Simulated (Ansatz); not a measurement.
## Effect of biaxial strain −2.00 %, plane normal [001], relaxed out of plane on Ir

Start from Ir in the fcc (Cu type) structure (space group Fm-3m, No. 225; a = 3.812 Å; relaxed with 0.1 eV smearing). Axes: x, y, z lie along the cube axes.

Now apply this change: compressive biaxial strain of 2.00 % in the plane normal to [001], as in epitaxy on a mismatched substrate; the out-of-plane cell vector and the atoms relax.

Level of theory: LDA (Ansatz, a quantum-chemistry and plane-wave program), scalar-relativistic without spin-orbit coupling. Γ-centred 30×30×30 mesh, Fermi–Dirac width 0.1 eV.

The volume per atom falls by 0.33 Å³, from 13.85 Å³ to 13.52 Å³ and the space group goes from Fm-3m (No. 225) to I4/mmm (No. 139). The shortest interatomic distance falls by 0.054 Å (2.695 Å → 2.641 Å) and the energy goes up by 27 meV/atom. The pressure (mean of the normal stresses, compression positive) goes from zero to 10.6 GPa and the band gap stays zero. The out-of-plane strain comes out as +1.66 % and the ratio −ε⊥/ε∥ is 0.83. The mean in-plane stress (compression positive) is +15.9 GPa.

Cost of the whole job for the changed cell (relaxation, final SCF and bands): very roughly 2.2 core-minutes.

Whether these cells are dynamically stable was not tested. The final runs are not spin-polarised.
